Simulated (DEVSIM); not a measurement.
## abrupt Si p-n junction

System: abrupt Si p-n junction, at 300 K.

```csv
layer (left to right),material,thickness (μm),Nd (cm⁻³),Na (cm⁻³),τn (s),τp (s)
1,Si,4.30,-,1.8e17,1.3e-5,1.3e-5
2,Si,5.40,6.2e15,-,1.3e-5,1.3e-5
```

Left contact: ohmic. Right contact: ohmic. Voltage is applied to the left contact. Recombination: SRH at mid-gap, radiative. Mobility is constant in doping.

Constants are typed, rounded textbook-type inputs, not results; the design itself was drawn at random and stands for no fabricated device. Values at 300 K.

| parameter | Si |
|---|---|
| gap (eV) | 1.124 |
| affinity (eV) | 4.05 |
| permittivity | 11.7 |
| Nc (cm⁻³) | 2.86e19 |
| Nv (cm⁻³) | 3.1e19 |
| μn (cm²/Vs) | 1417 |
| μp (cm²/Vs) | 470 |
| B (cm³/s) | 4.7e-15 |

Simulated with DEVSIM: 1D drift-diffusion, Boltzmann statistics, complete ionisation; no tunnelling, impact ionisation, image-force lowering or self-heating.

| Item | Result |
|---|---|
| Potential step across the device at zero bias | 0.773 V |
| Largest field in the device at zero bias | 39000 V/cm |
| Dark forward voltage at 1 A/cm² | 0.602 V |
| Dark forward voltage at 100 A/cm² | 0.744 V |

Dark reverse current:

| V (V) | J (A/cm²) |
|---|---|
| -0.10 | -4.2e-10 |
| -0.25 | -7.5e-10 |
| -0.50 | -1.2e-9 |
| -0.75 | -1.6e-9 |
| -1.00 | -1.9e-9 |
| -1.50 | -2.5e-9 |
| -2.00 | -3.1e-9 |
| -2.50 | -3.5e-9 |
| -3.25 | -4.2e-9 |
| -4.00 | -4.8e-9 |
| -5.00 | -5.4e-9 |

Dark forward current:

(V (V), J (A/cm²)): (0.05, 9.0e-10); (0.10, 5.3e-9); (0.15, 3.1e-8); (0.20, 2.0e-7); (0.25, 1.3e-6); (0.30, 8.9e-6); (0.35, 6.1e-5); (0.40, 0.00042); (0.45, 0.0029); (0.50, 0.020); (0.55, 0.14); (0.60, 0.92); (0.65, 5.8); (0.70, 30); (0.75, 120); (0.80, 350); (0.85, 830); (0.90, 1600); (0.95, 2700)
